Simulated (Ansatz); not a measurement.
Base system: CdSe in the wurtzite structure (space group P6_3mc, No. 186; a = 4.248 Å, c = 6.941 Å). Axes: x lies along a and z along c of the hexagonal cell.

All numbers come from Ansatz (an electronic-structure program) LDA, no spin-orbit coupling.

Perturbation: every lattice vector is stretched by 3.00 %; the atoms relax in the strained cell.

Question: Predict the stress tensor and what it implies for the stiffness.

Answer: Stress of the strained cell less that of the base (GPa, compression positive):
```
  -4.13    0.00    0.00
   0.00   -4.13    0.00
   0.00    0.00   -4.19
```

Then B = −ΔP/(ΔV/V₀) with ΔV/V₀ = 0.0927 gives secant stiffness values (nonlinear terms included at this strain): B (at held cell shape, above the free-shape value) ≈ 45 GPa.

As a check, the harmonic strain energy −½ V₀ Δσ:ε is 32 meV/atom; the computed energy rise is 35 meV/atom.

Stability against distortions was not tested.
